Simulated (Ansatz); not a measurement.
# Input and output of a self-consistent single point for TiGa₃ (I4/mmm, 4 atoms in the cell) (Ansatz)

Level of theory: PBEsol, default PAW files made with PBE (plane waves; Ansatz, an electronic-structure program).

This input was run:

Ansatz 0.2 input:
```yaml
crystal:
  lattice:
    - [-1.880430, 1.880430, 4.368435]
    - [1.880430, -1.880430, 4.368435]
    - [1.880430, 1.880430, -4.368435]
  atoms:
    - { symbol: Ti, position: [0.000000, 0.000000, 0.000000] }
    - { symbol: Ga, position: [0.750000, 0.250000, 0.500000] }
    - { symbol: Ga, position: [0.250000, 0.750000, 0.500000] }
    - { symbol: Ga, position: [0.500000, 0.500000, 0.000000] }
kpoints:
  mp_grid: { grid: [10, 10, 10] }
hamiltonian:
  xc: pbesol
  pseudopotentials: { kind: paw }
scf:
  occupations: { method: gaussian, width: 0.0147 Ry }
output:
  forces: true
  eigenvalues: true
  stress: true
```

Output (repeated stretches shortened):

```
WARN basis.ecutwfc = 420 eV, the default
WARN ansatz: RAYON_NUM_THREADS=1 ignored (pool sized by the plan → 1); use --threads N
Pseudopotentials: kind: paw
Pseudopotential: Ti, paw, valence charge 12
Pseudopotential: Ga, paw, valence charge 13
Crystal: 4 atoms, lattice volume = 61.787 Å³
Basis set: ecut = 420 eV, 1219 PW (Γ), exchange–correlation on 72×72×72 points (8 copies of the dense FFT grid, shifted against one another)
Bands: 31, of which v1, the nominal top of the filled ones, is band 26 counted from 1 (25 counted from 0)
Symmetry: 16 space group operations
Space group: I4/mmm (ITA 139), of the structure as read, at distance tolerance 4.0e-5 Å
k-points: 102 of 1000
PAW frozen core: Ti, regenerated for the run's functional, and the local potential with it
PAW frozen core: Ga, regenerated for the run's functional, and the local potential with it
Initial density: superposition of atomic densities (neutral atoms: chi_scale 0, normalization atom), corrected by the library's trained network
Initial wavefunctions: pseudopotential atomic-orbital guess
Eigensolver: davidson
Functional: x = pbesol(κ = 0.804, μ = 0.12345679012345678), c = pbesol(β = 0.046)
SCF iter   1: F=—  HF=-13705.262783 eV  |F-HF|=—  |Δ(HF+E_count)|=         —  Δρ=7.37e-3  dr2=4.09e-2  ethr=1.77e-3  ⟨swp⟩=5.2  Hψ=11622  notcnv=0
all-band conjugate gradients solve this SCF's bands
preconditioner: auto → Kerker (q_TF=auto, 2.642 Å⁻¹)
SCF iter   2: F=—  HF=-13705.256721 eV  |F-HF|=—  |Δ(HF+E_count)|=   6.06e-3  Δρ=3.29e-3  dr2=9.62e-3  ethr=8.01e-5  ⟨swp⟩=1.8  Hψ=5138  notcnv=0
SCF iter   3: F=—  HF=-13705.255466 eV  |F-HF|=—  |Δ(HF+E_count)|=   1.26e-3  Δρ=8.32e-4  dr2=3.48e-4  ethr=1.89e-5  ⟨swp⟩=2.1  Hψ=3657  notcnv=0
SCF iter   4: F=—  HF=-13705.255266 eV  |F-HF|=—  |Δ(HF+E_count)|=   1.99e-4  Δρ=2.97e-4  dr2=5.92e-5  ethr=6.82e-7  ⟨swp⟩=2.0  Hψ=5254  notcnv=0
SCF iter   5: F=—  HF=-13705.255253 eV  |F-HF|=—  |Δ(HF+E_count)|=   1.29e-5  Δρ=7.46e-5  dr2=6.37e-6  ethr=1.16e-7  ⟨swp⟩=2.0  Hψ=5369  notcnv=0
SCF iter   6: F=—  HF=-13705.255252 eV  |F-HF|=—  |Δ(HF+E_count)|=   1.58e-6  Δρ=1.13e-5  dr2=1.50e-7  ethr=1.25e-8  ⟨swp⟩=2.0  Hψ=3676  notcnv=0
SCF iter   7: F=-13705.255252 eV  HF=-13705.255252 eV  |F-HF|=2.73e-8  |Δ(HF+E_count)|=   1.98e-8  Δρ=5.37e-6  dr2=1.04e-8  ethr=1.96e-10  ⟨swp⟩=7.3  Hψ=13258  notcnv=0
SCF 1 converged in 7 iterations: F = -13705.255252 eV  dr2 = 1.04e-8
SCF converged after 7 iterations
Free energy (F): -13705.255252 eV
Harris-Foulkes:  -13705.255252 eV  (|F-HF|=2.73e-8)
Internal energy: -13705.226195 eV  (E = F + TS)
E sigma→0 (E₀):  -13705.240723 eV
Entropy (-TS):   -0.029057 eV (-7.264 meV/atom)
Fermi energy:    12.910433 eV
--- Per-component energies (eV) ---
  E_band       = -142.450089
  E_kinetic    = 623.683771
  E_local      = -5674.867334  (includes V_loc(G=0)·N_el)
  E_nonlocal   = 1283.037646
  E_hartree    = 2660.895683
  E_xc         = -306.302104
  E_vxc        = -300.961678  (∫ρ·V_xc dr)
  E_paw        = -6865.718664  (= ΣΔE_a)
  E_vpaw       = -1395.133836  (= ΣTr[D̂ρ^β])
  E_aug_tail   = -0.000228  (compensation charges beyond the density's cutoff)
  E_ewald      = -5428.683284
  E_core_change = 2.728318  (= ΣΔE_core)
  E_smearing   = -0.029057  (= −TS)
  E_closure    = 0.000000  (closes the sum)
  Σ components = -13705.255252   (vs F -13705.255252, Δ=0.00e0)
--- Forces (eV/Å), atoms counted from 1 ---
  atom   1  Ti     0.00000000     0.00000000     0.00000000
   [... zero for the other atoms too ...]
  max |Σ_I F_I| component: 2.08e-17 eV/Å
--- Stress (GPa, compression-positive) ---
       -1.459855       0.000000       0.000000
        0.000000      -1.459855      -0.000000
        0.000000      -0.000000      -1.896413
  P = ⅓ Tr σ = -1.6054 GPa (-16.054 kbar)
  The stress holds the Pulay correction. Without it, at fixed plane waves, as pw.x and ABINIT print it: P = -1.6503 GPa
--- Band table (eV; the first three rows and the last of 102) ---
  k-point 0: bands = ["-43.5762", "-19.9936", "-19.9936", "-19.9216", "-2.1277", "-1.9974", "-1.9541", "-1.8150", "-1.8150", "-1.7627", "-1.7627", "-1.6993", "-1.6961", "-1.6935", "-1.5682", "-1.5380", "-1.5380", "-1.5207", "-1.3590", "1.4968", [...]
  k-point 1: bands = ["-43.5758", "-19.9974", "-19.9964", "-19.9211", "-2.0995", "-1.9714", "-1.9314", "-1.8294", "-1.7973", "-1.7658", "-1.7647", "-1.6891", "-1.6865", "-1.6843", "-1.5843", "-1.5608", "-1.5372", "-1.5368", "-1.3961", "1.7171", [...]
  k-point 2: bands = ["-43.5750", "-20.0063", "-20.0036", "-19.9199", "-2.0448", "-1.9046", "-1.8856", "-1.8327", "-1.7764", "-1.7734", "-1.7547", "-1.6779", "-1.6664", "-1.6504", "-1.6399", "-1.6143", "-1.5774", "-1.5664", "-1.4467", "2.3748", [...]
  k-point 101: bands = ["-43.5761", "-19.9937", "-19.9937", "-19.9247", "-2.1152", "-2.0629", "-1.9664", "-1.9664", "-1.8892", "-1.8109", "-1.7080", "-1.6810", "-1.6045", "-1.6045", "-1.5354", "-1.5354", "-1.5241", "-1.4685", "-1.3590", "3.0203", [...]
```

The run converged in 7 iterations.

The starting cell comes from a database of computed structures (which also holds hypothetical and non-ambient phases and stackings), without a prior relaxation at this level. Spin polarisation is off. Ansatz's pressure includes its estimate of the finite-basis (Pulay) stress.
